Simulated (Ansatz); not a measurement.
Results of PBEsol+SOC (PAW; Ansatz, an electronic-structure program) for ZnIn2O4 (model structure, started from the defect chalcopyrite type, I-4, No. 82, 7 atoms in the cell).

Settings: plane-wave cutoff 520 eV, 10×10×10 k mesh, Fermi–Dirac smearing 0.01 eV, PAW data made under PBE.

Cell (relaxed with PBEsol):

```cif
data_In2O4Zn
_chemical_formula_sum 'In2 Zn1 O4'
_space_group_name_H-M_alt 'P 1'
_space_group_IT_number 1
_cell_length_a 6.01320
_cell_length_b 6.01320
_cell_length_c 6.01320
_cell_angle_alpha 134.043
_cell_angle_beta 134.043
_cell_angle_gamma 67.021
loop_
_space_group_symop_operation_xyz
  'x, y, z'
loop_
_atom_site_label
_atom_site_type_symbol
_atom_site_fract_x
_atom_site_fract_y
_atom_site_fract_z
_atom_site_occupancy
In1 In 0.50000 0.50000 0.00000 1
In2 In 0.25000 0.75000 0.50000 1
Zn1 Zn 0.00000 0.00000 0.00000 1
O1 O 0.33499 0.85330 0.96228 1
O2 O 0.89102 0.37271 0.03772 1
O3 O 0.14670 0.10898 0.48169 1
O4 O 0.62729 0.66501 0.51831 1
```

Q: What does this level give for the band gap?

A: 
- band gap: 0.82 eV (direct)

Note: the relaxation could raise the start's symmetry but not lower it, so the cell can be a saddle point.

The result took about 5 core-minutes (a rough figure).

A model structure was made by putting elements into a prototype or built by hand; it is no filed structure, need not be a known phase, and can be a saddle point held by its symmetry.
